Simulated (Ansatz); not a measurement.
For LaZnNO (model structure, started from the LaZnOP type, P4/nmm, No. 129, 8 atoms in the cell), PBE in Ansatz (plane waves, PAW) gives:

- lattice parameter a: 3.819 Å
- c axis length: 8.194 Å
- bulk modulus B0: 89.4 GPa
- band gap: 1.51 eV

Problem. What does r²SCAN in Ansatz (PAW) give for the same quantities?

Solution. 
- lattice constant a: 3.792 Å (shrinks by 0.7 %)
- lattice parameter c: 8.139 Å (falls by 0.7 %)
- bulk modulus: 99.8 GPa (rises by 12 %)
- band gap: 2.03 eV (goes up by 0.52 eV)

Changes are worked out from the printed values.

Unless a cell is named, each level is at its own relaxed cell (PBE 14.94, r²SCAN 14.63 Å³/atom).

Levels without +SOC have no spin–orbit coupling; where heavier elements are present it shifts gaps, mostly down, and can invert bands. Density-functional gaps are differences of (generalised) Kohn–Sham levels.

Caveats: the bulk modulus is −V dP/dV from two relaxed cells at ±2 % in volume (PBE, r²SCAN). Ansatz's density-functional and Hartree–Fock values are scalar-relativistic unless marked +SOC, with PAW data made under PBE.

A model structure was made by putting elements into a prototype or built by hand; it is no filed structure, need not be a known phase, and can be a saddle point held by its symmetry.

Ansatz is a program for electronic structure.
